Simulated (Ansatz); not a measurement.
SiH4 on the (111) surface of germanium (H on every top atom; a constructed slab, bottom: 1 H on 1 bottom sites), one in a cell of 57 Å², started at the site 'hollow H-H-H over Ge at depth 5.6 Å'

All values below come from PBE with D3(BJ) dispersion (plane waves to 420 eV, PAW; Ansatz, a quantum-chemistry and plane-wave program).

Model: 45-atom slab, 13.8 Å thick at the start with caps and adatoms under the adsorbate (thin: gaps and levels are the slab's own), 3x3x1 mesh, Fermi-Dirac 0.01 eV, dipole correction, 20 atoms held, the rest relaxed; held to the start's symmetry, so lower structures may exist; no spin, no spin-orbit, no U. At the end no host atom lies within bonding distance. In D3-corrected PBE this state lies 0.03 eV over the lowest of the starts that converged ('bridge H-H (span 4.1 Å)').

The adsorption energy against SiH4(g) is -0.17 eV and the gap of the slab on its k-mesh is 0.17 eV. The highest filled level below the top vacuum level is 4.36 eV. The change of the step from the bottom to the top vacuum level, against the clean slab is -0.047 eV and the energy released by relaxation is 0.25 eV. The height of the binding atom over the mean of the host atoms within 0.3 Å of the top one is 4.459 bohr and the nearest host atoms of the binding atom comes out as H at 3.35 Å, H at 3.35 Å, H at 3.35 Å. The largest move of a host atom comes out as 0.09 Å and the cost is very roughly 40 core-minutes.

A negative adsorption energy means that the adsorbate is more stable on the surface than in its reference.
